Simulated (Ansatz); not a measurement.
Consider KF in the rock salt structure (space group Fm-3m, No. 225; a = 5.307 Å). Axes: x, y, z lie along the cube axes.

Computed with Ansatz (an electronic-structure program), PBEsol, PAW, cutoff 420 eV, no spin-orbit coupling.

Before the change:

```
Property             Value
---------------  ---------
Volume per atom   18.68 Å³
Pressure         -0.01 GPa
```

Modification: biaxial strain −2.50 %, plane normal [111], relaxed out of plane (Cartesian); in-plane vectors clamped, the third vector and the atoms free.

How does this affect the volume per atom?

The volume per atom decreases by 0.515 Å³ to 18.17 Å³.

How does this affect the pressure?

The pressure (mean of the normal stresses, compression positive) goes up by 0.944 GPa (-0.01 GPa → 0.94 GPa).

Whether these cells are dynamically stable was not tested.
